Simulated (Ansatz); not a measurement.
Ansatz (a quantum-chemistry and plane-wave program) run on Sc3B2Rh5 (P4/mbm, 20 atoms in the cell): relaxation of the atoms.

Computed with PBEsol, default PAW files made with PBE (plane waves; Ansatz).

```xyz
20
Lattice="9.4275 0.0000 0.0000 0.0000 9.4275 0.0000 0.0000 0.0000 3.0878" Properties=species:S:1:pos:R:3 pbc="T T T"
Sc     0.0000     0.0000     0.0000
Sc     4.7137     4.7137     0.0000
Sc     3.0643     7.7780     0.0000
Sc     1.6494     3.0643     0.0000
Sc     6.3632     1.6494     0.0000
Sc     7.7780     6.3632     0.0000
Rh     2.0957     0.6698     1.5439
Rh     8.7577     2.0957     1.5439
Rh     7.3317     8.7577     1.5439
Rh     0.6698     7.3317     1.5439
Rh     6.8095     4.0439     1.5439
Rh     4.0439     2.6180     1.5439
Rh     2.6180     5.3836     1.5439
Rh     5.3836     6.8095     1.5439
B      1.1530     5.8667     0.0000
B      3.5608     1.1530     0.0000
B      8.2745     3.5608     0.0000
B      5.8667     8.2745     0.0000
Rh     0.0000     4.7137     1.5439
Rh     4.7137     0.0000     1.5439
```

Reference input (self-consistent single point, DFT, PBEsol, plane waves, default PAW files made with PBE): basis.ecutwfc = 420 eV; kpoints.mp_grid.grid = 3 3 9; hamiltonian.xc = pbesol; hamiltonian.pseudopotentials = {kind: paw} (the program's default PAW files); scf.occupations.method = cold; scf.occupations.width = 0.272 eV. This run's input differs from it in these lines:

```diff
@@ -36,2 +36,3 @@
   occupations: { method: cold, width: 0.272 }
+relax: {}
 output:
```

Output, abridged:

```
   [... SCF lines of the steps left out ...]
relax step   1: F+E_penalty+E_count = -76684.40585626 eV  Δ(F+E_penalty+E_count) = +0.000e0 eV  max|allowed force component| = 1.475e-1 eV/Å  Δτ_max = 0.0000 Å  (6 SCF iters, dr2 threshold 2.50e-6 eV, accepted)
relax step   2: F+E_penalty+E_count = -76684.40971286 eV  Δ(F+E_penalty+E_count) = -3.857e-3 eV  max|allowed force component| = 4.757e-2 eV/Å  Δτ_max = 0.0097 Å  (5 SCF iters, dr2 threshold 1.36e-6 eV, accepted)
relax step   3: F+E_penalty+E_count = -76684.41045242 eV  Δ(F+E_penalty+E_count) = -7.396e-4 eV  max|allowed force component| = 7.149e-3 eV/Å  Δτ_max = 0.0026 Å  (6 SCF iters, dr2 threshold 1.41e-7 eV, accepted)
relax step   4: F+E_penalty+E_count = -76684.41045242 eV  Δ(F+E_penalty+E_count) = -1.179e-9 eV  max|allowed force component| = 7.150e-3 eV/Å  Δτ_max = 0.0000 Å  (2 SCF iters, accepted)
the relaxation is at rest under the 16 symmetry operations that the run kept from its start: a minimum is not shown …
Stability not checked (fill_not_monotonic)
Free energy (F): -76684.410452 eV
Internal energy: -76684.433449 eV  (E = F + TS)
E sigma→0 (E₀):  -76684.418118 eV
Entropy (-TS):   0.022997 eV (1.150 meV/atom)
Fermi energy:    17.352693 eV
--- Forces (eV/Å), atoms counted from 1 ---
  atom   1  Sc     0.00000000     0.00000000     0.00000000
   [... lines left out ...]
    - { symbol: B, position: [0.3779101033168305, 0.1220898966831695, 0.0] }
    - { symbol: B, position: [0.8779101033168305, 0.3779101033168305, 0.0] }
    - { symbol: B, position: [0.6220898966831694, 0.8779101033168305, 0.0] }
    - { symbol: Rh, position: [-2.3000897747838724e-20, 0.5, 0.4999999999999999] }
    - { symbol: Rh, position: [0.5, 1.9550763085662847e-20, 0.4999999999999999] }
```

The run converged. 

Summary of the result:
| Property | Result |
|---|---|
| Free energy E − TS (on the zero of these files) | -76684.4105 eV |
| Fermi level (on the code's own zero) | 17.35 eV |
| Pressure | -2.62 GPa |
| Largest force (vector length) | 0.010 eV/Å |
| Relaxation steps | 4 |

The starting cell comes from a database of published, mostly measured structures (it also holds non-ambient and calculated ones), without a prior relaxation at this level. Its lattice was rescaled by a random factor within 2.5 % of one. Spin polarisation is off. The relaxation keeps the symmetry of its start, so its end need not be a minimum. Ansatz's pressure includes its estimate of the finite-basis (Pulay) stress.

Cost on one core of a shared machine: roughly 3 min.

Keys are those of Ansatz 0.2.
